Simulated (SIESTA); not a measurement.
Cost against accuracy: kgrid.MonkhorstPack for MoWSe4 (P-3m1, 12 atoms in the cell)

Cell: a = 3.3233 Å, b = 3.3233 Å, c = 37.8452 Å, α = 90.00°, β = 90.00°, γ = 120.00°.

Method of the run: GGA PBEsol, numerical atomic orbitals DZP, PseudoDojo PBEsol standard norm-conserving potentials (rewritten from UPF to PSML) (SIESTA).

Base settings: XC.functional = GGA; XC.authors = PBEsol; potentials = PseudoDojo PBEsol standard; PAO.BasisSize = DZP; PAO.EnergyShift = 0.01 Ry; MeshCutoff = 400 Ry; kgrid.MonkhorstPack = 11 11 1; OccupationFunction = FD; ElectronicTemperature = 10 K; MaxSCFIterations = 150.

Misses are taken against the tightest run, 28 28 3, which need not be fully converged itself. The energy is the free energy per atom.

Core times come from one kind of shared machine and are given to one figure; runs under 30 s give none.

The starting cell comes from a database of computed structures (which also holds hypothetical and non-ambient phases and stackings), without a prior relaxation at this level. Values carry the incompleteness of an atom-centred basis.

The runs (kgrid.MonkhorstPack): 1 1 1 | 2 2 1 | 3 3 1 | 4 4 1 | 5 5 1 | 6 6 1 | 8 8 1 | 9 9 1 | 11 11 1 | 13 13 1 | 15 15 2 | 18 18 2 | 22 22 2 | 28 28 3.

### Question
Which is the coarsest setting among those run that, with all tighter ones, holds the energy within 2 meV/atom of the reference, and what does it save?

### Answer
5 5 1, off by 0.60 meV/atom; it needs about 0.2 of the reference's time.

### Question
What does the step from 2 2 1 to 18 18 2 buy?

### Answer
It takes the miss in the energy from 290 to 0.00 meV/atom, for roughly 2 times the time.

| kgrid.MonkhorstPack | energy less reference (meV/atom) | pressure less reference (GPa) | largest difference in the force on any atom (eV/Å) | core time / reference (rough) |
|---|---|---|---|---|
| 1 1 1 | 3101.10 | 9.02 | 2.983 | 0.2 |
| 2 2 1 | 288.81 | 1.39 | 0.560 | 0.1 |
| 3 3 1 | -10.36 | -0.18 | 0.203 | 0.1 |
| 4 4 1 | -18.62 | -0.19 | 0.036 | 0.2 |
| 5 5 1 | 0.60 | 0.03 | 0.003 | 0.2 |
| 6 6 1 | 0.39 | 0.00 | 0.003 | 0.2 |
| 8 8 1 | 0.09 | 0.00 | 0.000 | 0.2 |
| 9 9 1 | 0.04 | 0.00 | 0.000 | 0.1 |
| 11 11 1 | 0.00 | 0.00 | 0.000 | 0.2 |
| 13 13 1 | 0.00 | 0.00 | 0.000 | 0.2 |
| 15 15 2 | 0.00 | 0.00 | 0.000 | 0.4 |
| 18 18 2 | 0.00 | 0.00 | 0.000 | 0.3 |
| 22 22 2 | 0.00 | 0.00 | 0.000 | 0.5 |
| 28 28 3 | 0.00 | 0.00 | 0.000 | 1 |
